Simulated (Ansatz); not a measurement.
bcc Eu was calculated with PBE in Ansatz (plane waves, PAW).

Run with plane-wave cutoff 520 eV, 18×18×18 k mesh, Fermi–Dirac smearing 0.05 eV, spin-polarised with parallel moments, scalar-relativistic PAW data made under PBE.

Cell (relaxed at this level):

```
CELL_PARAMETERS angstrom
     -2.19327     2.19327     2.19327
      2.19327    -2.19327     2.19327
      2.19327     2.19327    -2.19327
ATOMIC_POSITIONS crystal
  Eu 0.00000 0.00000 0.00000
```
Starting moments (μB, in the order of the record's atoms Eu): 7.0.

**Question.** Estimate the bulk modulus B0, magnetic moment per atom (the cell's total over its atoms) and pressure derivative B′ of the bulk modulus that the calculation returns.

**Answer.** 
bulk modulus B0: 13.7 GPa
magnetic moment per atom (the cell's total over its atoms): 7.26 μB
pressure derivative B′ of the bulk modulus: 3.5

The run finds no gap.

Measured, for comparison: bulk modulus 10.9 ± 0.6 GPa (room temperature, no zero-point or thermal correction, our sources range from 10.9 to 11.7; as tabulated in arXiv:1012.3782). Computed (rounded) less measured: bulk modulus +26 % (+17 % to +26 % over the range).

Note: the 4f shell is treated without U or exact exchange, so its levels and filling can be wrong; the collinear magnetic order is the start's and need not be the measured one.

Moments are spin moments.

Spin–orbit coupling is not included.

Computed values are for the static lattice.

Ansatz is an electronic-structure program.
